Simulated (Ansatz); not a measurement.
## Hypothetical fluorite YbSi2: element substitutions

Take YbSi2 in the fluorite structure (space group Fm-3m, No. 225; a = 6.343 Å; a hypothetical phase, not in the database extracts checked) as the base.

Each row replaces one element on all its sites; cell and atoms are relaxed.

All numbers come from PBEsol, PAW, 420 eV (Ansatz, a first-principles code; without spin-orbit coupling).

```csv
change,shortest interatomic distance,density
base,2.747 Å,5.97 g/cm³
Yb → Sm,2.816 Å,4.99 g/cm³
Si → C,2.310 Å,8.62 g/cm³
Yb → Sc,___,___
Si → Pb,3.140 Å,10.23 g/cm³
```

**Question.** Complete the table.

**Answer.** 
- Yb → Sc, shortest interatomic distance: 2.664 Å
- Yb → Sc, density: 2.88 g/cm³

Other magnetic orders, which the real material may have, were not ruled out. The 4f electrons are in the valence with no U and their state was not checked, so volumes and moments can be off. Whether these cells are dynamically stable was not tested. As relaxed here, SmSi2, YbC2, ScSi2 and YbPb2 are hypothetical phases, not in the database extracts checked. Seeded moments were not kept for the base, Si → C and Si → Pb. Spin-polarised in the final run: SmSi2; the other runs are not. An odd electron count without spin: ScSi2.
